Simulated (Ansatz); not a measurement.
Take CoSn (space group P6/mmm, No. 191; a = 5.2940 Å, c = 4.2354 Å; non-magnetic) as the base.

Calculations: Ansatz (a quantum-chemistry and plane-wave program) PBE, spin-orbit coupling left out.

```json
[
 {"level": "PBE", "lattice parameter a": "5.294 Å", "lattice parameter c": "4.235 Å"}
]
```

Measured: lattice parameter a 5.279 Å (temperature not stated; as listed in A.K. Larsson and M. Haeberlein and S. Lidin and U. Schwarz, Journal of Alloys and Compounds 240, 79 (1996)); lattice parameter c 4.2597 Å (temperature not stated; as listed in A.K. Larsson and M. Haeberlein and S. Lidin and U. Schwarz, Journal of Alloys and Compounds 240, 79 (1996)).

Computed minus measured — lattice parameter a: PBE +0.3 %; lattice parameter c: PBE -0.6 %. Measured values not marked as corrected hold thermal and zero-point effects that the static-lattice runs lack.

Stability against distortions was not tested. Seeded moments were not kept for the base. All final runs are without spin polarisation.
